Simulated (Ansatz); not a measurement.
This Ansatz (an electronic-structure program) input is the reference run, TlBr in the CsCl type structure (space group Pm-3m, No. 221), computed with LDA/PAW in Ansatz, without spin-orbit coupling:

Ansatz 0.2 input:
```yaml
crystal:
  lattice:
    - [3.839527284, 0, 0]
    - [0, 3.839527284, 0]
    - [0, 0, 3.839527284]
  atoms:
    - { symbol: Tl, position: [0, 0, 0] }
    - { symbol: Br, position: [0.5, 0.5, 0.5] }
basis: { ecutwfc: 420, ecutrho_ratio: 4, xc_grid: 2, fft_grid_basis: typed }
kpoints: { mp_grid: { grid: [9, 9, 9] } }
hamiltonian:
  xc: lda
  dispersion: none
  pseudopotentials: { kind: paw }
scf: { occupations: { method: fermi_dirac, width: 0.05 }, convergence: { dr2_threshold: 0.0000000002 } }
output: { forces: true, stress: true }
checkpoint: { write: state.ck, write_every: 1000 }
```

Write the input for this change: biaxial strain −2.08 %, plane normal [111], relaxed out of plane (Cartesian); in-plane vectors clamped, the third vector and the atoms free.


Ansatz 0.2 input:
```yaml
crystal:
  lattice:
    - [5.3169693977, 0, 0]
    - [2.6584846989, 4.6046305696, 0]
    - [2.6584846989, -1.5348768565, 2.2398063329]
  atoms:
    - { symbol: Tl, position: [0, 0, 0] }
    - { symbol: Br, position: [0, 0.5, 0.5] }
basis: { ecutwfc: 420, ecutrho_ratio: 4, xc_grid: 2, fft_grid_basis: typed }
kpoints: { mp_grid: { grid: [9, 9, 9] } }
hamiltonian:
  xc: lda
  dispersion: none
  pseudopotentials: { kind: paw }
scf: { occupations: { method: fermi_dirac, width: 0.05 } }
relax: { f_tol: 0.005, max_steps: 50, cell: { stress_tol: 0.01, fix: [a, b, gamma] } }
output: { forces: true, stress: true }
checkpoint: { write: state.ck, write_every: 1000 }
```
This is the input that was run; other choices of cell and start would serve too.

No phonon test of stability was made.
